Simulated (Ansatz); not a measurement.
Consider MoS₂ in the 2H-MoS2 type structure (space group P6_3/mmc, No. 194; a = 3.1494 Å, c = 12.0915 Å; layered, stacked along the Cartesian z axis). Axes: x lies along a and z along c of the hexagonal cell.

Level of theory: plane-wave PAW DFT at the PBE-D3(BJ) level (Ansatz, a first-principles code, 420 eV), without spin-orbit coupling, earlier PAW set.

Now apply this change: biaxial strain +2.00 %, plane normal [001], relaxed out of plane (Cartesian); in-plane vectors clamped, the third vector and the atoms free.

Q: How does this affect the out-of-plane strain and in-plane stress?

A: The out-of-plane strain is -0.66 %; the mean in-plane stress (compression positive) is -5.3 GPa.

Stability against distortions was not tested.
